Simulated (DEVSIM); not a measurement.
System: Schottky contact on n-type GaAs, at 300 K.

| layer (left to right) | material | thickness (μm) | Nd (cm⁻³) | τn (s) | τp (s) |
|---|---|---|---|---|---|
| 1 | GaAs | 0.850 | 1.3e17 | 4.1e-9 | 4.1e-9 |

Left contact: Schottky, work function 5.04 eV, emission velocity 5.1e6 cm/s. Right contact: ohmic. Voltage is applied to the left contact. Recombination: SRH at mid-gap. Mobility is constant in doping.

This is a model device: material constants are rounded textbook-type values typed into the input, and sizes, dopings and lifetimes were drawn at random. Values at 300 K; Nc and Nv go as T^1.5, mobilities as T to minus their exponent, the gap by Varshni's rule with the affinity fixed.

```csv
parameter,GaAs
gap (eV),1.424
affinity (eV),4.07
permittivity,12.9
Nc (cm⁻³),4.7e17
Nv (cm⁻³),9e18
μn (cm²/Vs),8500
μp (cm²/Vs),400
T exponent of μn,2.1
T exponent of μp,2.2
Varshni α (eV/K),0.000541
Varshni β (K),204
```

DEVSIM, 1D drift-diffusion, Boltzmann statistics, complete ionisation; no tunnelling, impact ionisation, image-force lowering or self-heating. Metal contacts follow the ideal Schottky-Mott rule: no Fermi-level pinning, no interface dipoles.

The temperature was swept, all else fixed.

| temperature (K) | dark forward voltage at 100 A/cm² (V) | dark forward voltage at 1 A/cm² (V) | potential step across the device at zero bias (V) |
|---|---|---|---|
| 250 | 0.798 | 0.699 | 0.948 |
| 300 | 0.757 | 0.638 | 0.937 |
| 350 | 0.715 | 0.575 | 0.924 |
| 400 | 0.671 | 0.512 | 0.911 |
| 450 | 0.627 | 0.448 | 0.897 |
| 500 | 0.582 | 0.383 | 0.882 |

From the first row to the last the dark forward voltage at 100 A/cm² goes from 0.798 to 0.582. From the first row to the last the dark forward voltage at 1 A/cm² goes from 0.699 to 0.383.
